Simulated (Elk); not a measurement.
## Several settings converged on WC (P3m1, 2 atoms in the cell)

```xyz
2
Lattice="1.4623 -2.5327 0.0000 1.4623 2.5327 0.0000 0.0000 0.0000 2.8542" Properties=species:S:1:pos:R:3 pbc="T T T"
W      0.0000     0.0000     0.0500
C      1.4623     0.8442     1.4271
```

Base method: LDA (PW92), all-electron FP-LAPW, Elk's shipped species files, default APW+lo basis (Elk).

Base settings: xctype = 3; rgkmax = 7; stype = 3; swidth = 0.00367493 Ha; ngridk = 6 6 5.

**The k-point mesh**

Only quantities that move along the ladder and can be compared are tabulated.

```tsv
ngridk	free energy less the last step's (meV/atom)
2 2 2	439.26
3 3 3	151.75
4 4 4	29.75
5 5 5	7.42
6 6 5	2.61
7 7 6	5.26
8 8 7	0.00
```

Coarsest ngridk that holds the free energy within 2 meV/atom: not settled: the last two steps still differ by 5.3 meV/atom, over half the tolerance, so the ladder does not show it.

**The k-point mesh at a smearing width of 0.02 eV**

In this ladder: swidth = 0.000734986 Ha.

Only quantities that move along the ladder and can be compared are tabulated.

```tsv
ngridk	free energy less the last step's (meV/atom)
5 5 4	24.42
6 6 5	4.31
7 7 6	6.11
10 10 9	-0.97
12 12 10	0.00
```

Coarsest ngridk that holds the free energy within 2 meV/atom of the last step, with all finer ones: 10 10 9; the step before is off by 6.1 meV/atom.

**The k-point mesh at a smearing width of 0.3 eV**

In this ladder: swidth = 0.0110248 Ha.

Only quantities that move along the ladder and can be compared are tabulated.

```tsv
ngridk	free energy less the last step's (meV/atom)
5 5 4	19.95
6 6 5	0.80
7 7 6	1.82
10 10 9	0.21
12 12 10	0.00
```

Coarsest ngridk that holds the free energy within 1 meV/atom of the last step, with all finer ones: 10 10 9; the step before is off by 1.8 meV/atom.

On the base run: the starting cell has typed, rounded lattice constants, without a prior relaxation at this level. Its lattice was rescaled by up to half a per cent. One atom was moved a little off its site on purpose. Spin polarisation is off. Values depend on the basis (sphere radii, cutoffs, local orbitals), which need not be converged. Without a gap this mesh is coarse (it stands for a supercell whose shortest vector is 14 Å).
